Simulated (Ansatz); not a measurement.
Results of LDA (Ansatz, a program for electronic structure, PAW) for BaZrO3 (I4/mcm, No. 140, 10 atoms in the cell; start mp-1019544; a measured phase of this formula has another space group).

Settings: plane-wave cutoff 520 eV, 8×8×8 k mesh, Fermi–Dirac smearing 0.01 eV, scalar-relativistic PAW data made under PBE.

Cell (relaxed with PBEsol):

```yaml
crystal:
  lattice:
    - [-2.94881, 2.94881, 4.18986]
    - [2.94881, -2.94881, 4.18986]
    - [2.94881, 2.94881, -4.18986]
  atoms:
    - { symbol: Ba, position: [0.75000, 0.25000, 0.50000] }
    - { symbol: Ba, position: [0.25000, 0.75000, 0.50000] }
    - { symbol: Zr, position: [0.00000, 0.00000, 0.00000] }
    - { symbol: Zr, position: [0.50000, 0.50000, 0.00000] }
    - { symbol: O, position: [0.75000, 0.75000, 0.00000] }
    - { symbol: O, position: [0.25000, 0.25000, 0.00000] }
    - { symbol: O, position: [0.22638, 0.72638, 0.95275] }
    - { symbol: O, position: [0.77362, 0.27362, 0.04725] }
    - { symbol: O, position: [0.72638, 0.77362, 0.50000] }
    - { symbol: O, position: [0.27362, 0.22638, 0.50000] }
```

### Question
Estimate the band gap and smallest direct gap on the k points sampled that the calculation returns.

### Answer

band gap: 3.24 eV
smallest direct gap on the k points sampled: 3.25 eV

Note: cell and atoms aren't relaxed at this level (pressure -4.0 GPa).

Spin–orbit coupling is not included.

The computed numbers hold no vibrational or temperature effects.

It cost very roughly 50 core-seconds of CPU time.

A start named mp-… is a Materials Project structure, which need not be a measured phase.
